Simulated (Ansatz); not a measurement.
# ZnO under load (space group P6_3mc): band-edge transport data

Input:

```
ZnO
1.0
    3.21415     0.00000     0.00000
   -1.60707     2.78353     0.00000
    0.00000     0.00000     5.18911
Zn O
2 2
Cartesian
  0.00000   1.85569  -0.01008
  1.60707   0.92784   2.58448
  0.00000   1.85569   1.95600
  1.60707   0.92784   4.55055
```

All values below come from r2SCAN with spin-orbit coupling, rigid bands (plane waves, PAW; Ansatz, a quantum-chemistry and plane-wave program). Condition of this run: hydrostatic pressure of 2.2 GPa (compression positive) (the target of the relaxation). Geometry: cell and atoms relaxed with PBEsol, then loaded as said.

* **band gap**: 1.24 eV
* **electron conductivity mass (300 K, dilute)**: 0.21 mₑ
* **hole conductivity mass (300 K, dilute)**: 1.78 (x), 1.78 (y), 2.8 (z) mₑ
* **effective density of states N_c (300 K)**: 2.4e18 cm⁻³
* **effective density of states N_v (300 K)**: 7.4e19 cm⁻³
* **density-of-states mass, electrons**: 0.21 mₑ
* **density-of-states mass, holes**: 2.1 mₑ
* **Seebeck coefficient, n-type 1e19 cm⁻³, 300 K**: -118 μV/K
* **best n-type power factor at 300 K for τ = 10 fs (best axis; densities from 1e16 to 1e21 cm⁻³ tried, whether or not they can be reached)**: 1.80 μW/(cm·K²) at 1e19 cm⁻³
* **Seebeck coefficient, p-type 1e19 cm⁻³, 300 K**: 429 μV/K

Rigid bands; masses and Seebeck coefficients take one relaxation time τ for all states and one kind of carrier; polarons and phonon drag are left out. Geometry: cell and atoms relaxed with PBEsol.
